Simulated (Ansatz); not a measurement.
The reference is GaSb in the zinc blende structure (space group F-43m, No. 216; a = 6.111 Å). Axes: x, y, z lie along the cube axes.

All numbers come from plane-wave PAW DFT at the PBEsol level (Ansatz, an electronic-structure program, 420 eV), no SOC.

Strains are applied to the cell and any free atomic positions relax.

One change was made to it. Results:

```tsv
quantity	base	after
energy relative to the base (free energy F)	0 meV/atom	+4.1 meV/atom
pressure (mean of the normal stresses, compression positive)	0.0 GPa	0.0 GPa
```

Problem. What was done to the base?
A) tensor shear ε_xy = +0.29 %
B) tensor shear ε_xy = +1.14 %
C) tensor shear ε_xy = +1.43 %
D) tensor shear ε_xy = +1.71 %

Solution. D, tensor shear ε_xy = +1.71 %. For comparison, the energy relative to the base in the other runs: tensor shear ε_xy = +0.29 % gives +0.1 meV/atom; tensor shear ε_xy = +1.14 % gives +1.8 meV/atom; tensor shear ε_xy = +1.43 % gives +2.9 meV/atom.

No phonon test of stability was made. The final runs are not spin-polarised.
